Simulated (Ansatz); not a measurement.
Start from SiC (space group P6_3mc, No. 186; a = 3.058 Å, c = 10.012 Å). Axes: x lies along a and z along c of the hexagonal cell.

Level of theory: plane-wave PAW DFT at the LDA level (Ansatz, a first-principles code, 420 eV), no SOC.

Strains are applied to the cell and any free atomic positions relax.

One change was made to it. Results:

The band gap drops by 0.056 eV, from 2.18 eV to 2.13 eV; the valence-band top at Γ (three highest levels, from the VBM) changes from 0.00, 0.00, -0.05 eV to 0.00, -0.04, -0.14 eV; the pressure (mean of the normal stresses, compression positive) stays essentially unchanged (0.00 GPa against 0.01 GPa).

Q: Name the change that was made.
A) tensor shear ε_xz = +0.80 %
B) tensor shear ε_xz = +1.20 %
C) tensor shear ε_xz = +1.60 %
D) tensor shear ε_xz = +2.00 %

A: A, tensor shear ε_xz = +0.80 %. For comparison, the band gap in the other runs: tensor shear ε_xz = +1.60 % gives 2.03 eV; tensor shear ε_xz = +2.00 % gives 1.98 eV; tensor shear ε_xz = +1.20 % gives 2.08 eV.

Stability against distortions was not tested.
